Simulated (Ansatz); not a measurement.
An Ansatz (a first-principles code) input (DFT with PBEsol-D3(BJ), PAW potentials and a 420 eV plane-wave cutoff in Ansatz, without spin-orbit coupling):

Ansatz 0.2 input:
```yaml
crystal:
  lattice:
    - [3.5925693822, 0, 0]
    - [-1.7962846911, 3.1112563498, 0]
    - [0, 0, 18.7564037362]
  atoms:
    - { symbol: Pt, position: [0, 0, 0.2315568942] }
    - { symbol: Te, position: [0, 0, 0.5] }
    - { symbol: Pt, position: [0, 0, 0.7684431058] }
    - { symbol: Pt, position: [0, 0, 0] }
    - { symbol: S, position: [0.6666666667, 0.3333333333, 0.2944639499] }
    - { symbol: S, position: [0.6666666667, 0.3333333333, 0.5864851405] }
    - { symbol: S, position: [0.6666666667, 0.3333333333, 0.8306514731] }
    - { symbol: S, position: [0.6666666667, 0.3333333333, 0.0624298267] }
    - { symbol: S, position: [0.3333333333, 0.6666666667, 0.4135148595] }
    - { symbol: S, position: [0.3333333333, 0.6666666667, 0.7055360501] }
    - { symbol: S, position: [0.3333333333, 0.6666666667, 0.9375701733] }
    - { symbol: S, position: [0.3333333333, 0.6666666667, 0.1693485269] }
basis: { ecutwfc: 420, ecutrho_ratio: 4, xc_grid: 2, fft_grid_basis: typed }
kpoints: { mp_grid: { grid: [15, 15, 3] } }
hamiltonian:
  xc: pbesol
  dispersion: d3bj
  pseudopotentials: { kind: paw }
scf: { occupations: { method: fermi_dirac, width: 0.05 }, convergence: { dr2_threshold: 0.0000000012 } }
output: { forces: true, stress: true }
checkpoint: { write: state.ck, write_every: 1000 }
```

Question: Which symmetry and how many k-points will the program report, and about how many plane waves at Γ?

Answer: Space group P-3m1 (ITA 164) with 12 operations, k-points 73 of 675, and 4023 plane waves at Γ.

Each cell is one ordered arrangement of few atoms, which overstates ordering effects compared with a random alloy. Stability against distortions was not tested. All final runs are without spin polarisation. The cell was made from PtS2 by this change: x(Te) = 0.25, 12 atoms, P-3m1.
